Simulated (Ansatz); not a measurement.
System: Si (P6₃/mmc, No. 194, 4 atoms in the cell; start mp-165; another form than the element's usual one). Method: G0W0@HSE06 (plane waves, hard PAW, contour deformation; Ansatz, an electronic-structure program).

The cell is the one relaxed with PBEsol. Conventional cell: a = 3.8297 Å, b = 3.8297 Å, c = 6.3161 Å, α = 90.00°, β = 90.00°, γ = 120.00°.

The quasiparticle gap at Γ at a fixed k mesh 3×3×2:

```tsv
response cutoff	value (eV)
150 eV, 615 empty bands	1.946
200 eV, 947 empty bands	1.963
250 eV, 1323 empty bands	1.971
300 eV, 1739 empty bands	1.976
```

Task: Taking the value to converge with the response cutoff E as E^(−3/2), extrapolate from the last two rows.

Result: With y = y∞ + c/w and weights w = 3953 and 5196 for the last two rows, y∞ = (w2 y2 − w1 y1)/(w2 − w1) = (5196 × 1.976 − 3953 × 1.971)/1243 = 1.992 eV, which lies 0.016 beyond the last row. Successive pairs of rows give 1.995, 1.991, 1.992. The limit also hangs on the law assumed, so its last digits aren't firm.

The other settings are not extrapolated, so this is the limit in one setting alone.

At the last cutoff the smallest gap on this mesh is 1.54 eV, with an edge away from Γ.

Note: GW on a hybrid start was not checked against another program.

A start named mp-… is a Materials Project structure, which need not be a measured phase.
